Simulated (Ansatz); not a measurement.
Consider a (001) superlattice of 5 double layers of Si and 3 of Ge (both in the zinc blende type), in-plane lattice that of Si; the cell holds Si10Ge6.

Computed with PBE (plane waves to 420 eV, PAW; Ansatz, a first-principles code). Scalar-relativistic, without spin–orbit coupling; PBE gaps are too small against experiment. Its k-point mesh 8×8×2, Fermi–Dirac width 0.01 eV.

Task: Predict its period and gap.

Result: 
* **period**: 22.58 Å
* **in-plane lattice vector**: 3.869 Å
* **strain of bulk Ge held on this lattice, in plane and along the normal**: -5.03 %, then +3.50 %
* **PBE gap of the superlattice over the mesh and listed points off it**: 0.28 eV
